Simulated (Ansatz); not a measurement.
Results of r²SCAN+rVV10 (Ansatz, a first-principles code, PAW) for TiAl3 (I4/mmm, No. 139).

Run with plane-wave cutoff 560 eV, 20×20×20 k mesh, Fermi–Dirac smearing 0.05 eV, no spin polarisation, scalar-relativistic PAW data made under PBE.

Cell (relaxed at this level):

```
CELL_PARAMETERS angstrom
     -1.90944     1.90944     4.27381
      1.90944    -1.90944     4.27381
      1.90944     1.90944    -4.27381
ATOMIC_POSITIONS crystal
  Ti 0.00000 0.00000 0.00000
  Al 0.50000 0.50000 0.00000
  Al 0.75000 0.25000 0.50000
  Al 0.25000 0.75000 0.50000
```

Question: Predict the bulk modulus and pressure derivative B′ of the bulk modulus.

Answer: 
- bulk modulus = 117 GPa
- pressure derivative B′ of the bulk modulus = 4.0

The run finds no gap.

Note: the bulk modulus comes from volumes at which shape and atoms were relaxed.

Static lattice: no zero-point or thermal effects.

It cost roughly 30 core-minutes of CPU time.
